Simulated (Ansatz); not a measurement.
Functionals compared on a constructed model of the (100) surface of 3C silicon carbide, Si-terminated, top plane replaced by bridging Te, 1x1 (bottom of the slab: dihydride, held), in Ansatz (plane waves, PAW). The structure was relaxed with PBE; the other rows are single points on it. Cutoff 420 eV (500 eV for r2SCAN).

Set-up: 10 atoms, 8.8 Å thick at the start with caps and adatoms (thin: gaps and levels are the slab's own); mesh 9x9x1; 0.025 eV smearing; dipole correction on; 4 atoms held, the rest relaxed; held to the start's symmetry, so lower structures may exist; no spin (no spin-polarised run to compare, though such a face may carry moments), no spin-orbit, no U. The slab shows no gap on its mesh. It is one candidate, not shown to be the stable structure of the face. These notes are the PBE run's.

```csv
functional,work function of the top face (eV),rough cost of the single point
PBE,3.29,–
r2SCAN,3.35,around 30 core-seconds (rough)
```

Ansatz is a first-principles code.
